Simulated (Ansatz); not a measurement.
The starting structures come from a database of crystals and need not be the phases stable at ambient conditions.

Tunnelling through a barrier is set by its complex band structure: the current falls as exp(−2κd) with the smallest κ.

Input:

```
BiPbAsO5
1.0
    5.56132     0.00000     0.00000
    0.00000     7.09327    -0.05189
    2.78066    -2.48032     6.17423
Bi As Pb O
2 2 2 10
Cartesian
  2.78066   2.87297   5.96553
  5.56132   1.73997   0.15681
  5.56132   0.82705   4.14741
  2.78066   3.78590   1.97494
  2.78066   0.08016   2.01093
  5.56132   4.53279   4.11142
  2.78066   3.35786   3.63595
  5.56132   1.25509   2.48639
  6.94253  -0.17123   4.38910
  1.39945   4.78418   1.73324
  4.16187   4.78418   1.73324
  4.18011  -0.17123   4.38910
  5.56132   2.21362   5.12960
  2.78066   2.39933   0.99275
  4.25264   0.00000   0.00000
  1.30868   0.00000   0.00000
```

Space group of this cell: C2/m. The cell was relaxed by PBE-D3(BJ); by r2SCAN its mean pressure is -2.7 GPa.

Transport runs along the normal of the first two printed cell vectors.

The gap is the functional's own, uncorrected, and κ follows it; spin-orbit coupling is left out. Mid-gap values are interpolated between the computed energies.

**Question.** Predict the band gap and the smallest decay constant κ at mid-gap from r2SCAN (Ansatz, a program for electronic structure).

**Answer.** Gap 2.90 eV on a 6×6×6 mesh; κ = 0.261 1/Å, at the zone centre.
